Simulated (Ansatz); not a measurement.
B20 (FeSi-type) MnSi was calculated with PBEsol-D3(BJ) in Ansatz (plane waves, PAW).

Settings: plane-wave cutoff 520 eV, 12×12×12 k mesh, Fermi–Dirac smearing 0.05 eV, spin-polarised with parallel moments, scalar-relativistic PAW data made under PBE.

Energies at three volumes about the minimum:

| V (Å³/atom) | E − E_lowest (meV/atom) |
|---|---|
| 10.652 | 3.29 |
| 10.869 | 0.00 |
| 11.086 | 3.07 |

Question: Fit a parabola by hand: where is the minimum, and what is the bulk modulus?

Answer: Slopes: (0.00 − 3.29)/(10.869 − 10.652) = -15.161 and (3.07 − 0.00)/(11.086 − 10.869) = 14.147 meV/Å³. Curvature E″ = 2 × (14.147 − (-15.161))/(11.086 − 10.652) = 135.060 meV/Å⁶. From the middle of the first interval, the slope vanishes at V0 = 10.7605 − (-15.161)/135.060 = 10.873 Å³/atom. B = V0 E″ = 10.873 × 135.060 meV/Å³ × 0.1602 GPa per meV/Å³ = 235 GPa. The full Birch–Murnaghan fit to all volumes gives V0 = 10.869 Å³/atom and B0 = 234 GPa.

Shape and atoms are relaxed at each volume.

Measured, for comparison: bulk modulus 167 GPa (room temperature, not corrected to a static lattice; as tabulated in Study of the compressibility of FeSi, MnSi, and CoS2 (JETP Letters), abstract); equilibrium volume per atom 11.85 Å³/atom (temperature not stated, not corrected to a static lattice; as tabulated in Wikipedia's data pages). Computed (rounded) less measured: bulk modulus +40 %, equilibrium volume per atom -8.3 %.

Note: the collinear magnetic order is the start's and need not be the measured one; the bulk modulus comes from volumes at which shape and atoms were relaxed.

Ansatz is a first-principles code.
